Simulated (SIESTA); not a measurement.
Band structure of LiCuO₂ (P3m1, 4 atoms in the cell).

```xyz
4
Lattice="2.9100 0.0000 0.0000 -1.4550 2.5201 0.0000 0.0000 0.0000 4.9902" Properties=species:S:1:pos:R:3 pbc="T T T"
Li     0.0000     0.0000     2.9765
Cu     0.0000     1.6801     0.1370
O      1.4550     0.8400     3.9909
O      0.0000     0.0000     1.1243
```
Moments meant for the start (each program seeds them in its own way; μB, in the order of the atoms Li Cu O O): 0.0 1.0 0.0 0.0.

Computed with GGA PBEsol, numerical atomic orbitals DZP, PseudoDojo PBEsol standard norm-conserving potentials (rewritten from UPF to PSML) in SIESTA 5.4.2.

Settings: XC.functional = GGA; XC.authors = PBEsol; potentials = PseudoDojo PBEsol standard; PAO.BasisSize = DZP; PAO.EnergyShift = 0.01 Ry; MeshCutoff = 350 Ry; kgrid.MonkhorstPack = 10 10 6; OccupationFunction = MP; OccupationMPOrder = 0; ElectronicTemperature = 0.05 eV; Spin = polarized; DM.InitSpin = [1 +0.00, 2 +1.00, 3 +0.00, 4 +0.00]; PAO.Polarization.NonPerturbative = true; MaxSCFIterations = 150.

The starting cell comes from a database of computed structures (which also holds hypothetical and non-ambient phases and stackings), without a prior relaxation at this level. Its lattice was rescaled by a random factor within 2.5 % of one. The starting moments vanished: the run ended non-magnetic. Values carry the incompleteness of an atom-centred basis. The run gives no clean gap (levels at the Fermi energy touch, overlap or are partly filled at this smearing), which alone does not show that the compound is a metal.

Levels in eV from the Fermi level, bands 14 to 19 of the first spin channel:
| point | 14 | 15 | 16 | 17 | 18 | 19 |
|---|---|---|---|---|---|---|
| Γ | -1.64 | -1.60 | -1.60 | 0.49 | 0.49 | 4.47 |
| M | -2.71 | -2.60 | -2.17 | -0.05 | 0.40 | 7.85 |
| K | -2.69 | -2.01 | -1.88 | -0.30 | -0.22 | 8.31 |
| A | -1.80 | -1.67 | -1.66 | 0.56 | 0.56 | 6.31 |
| L | -2.58 | -2.56 | -2.15 | -0.01 | 0.24 | 6.82 |
| H | -2.71 | -2.16 | -1.86 | -0.25 | 0.19 | 8.34 |

Bands cross the Fermi level along this path, so the cell is metallic at this level.

Higher empty bands are left out: an atom-centred basis made for the valence describes them poorly.

The net moment of the cell came out as 0.00 μB.
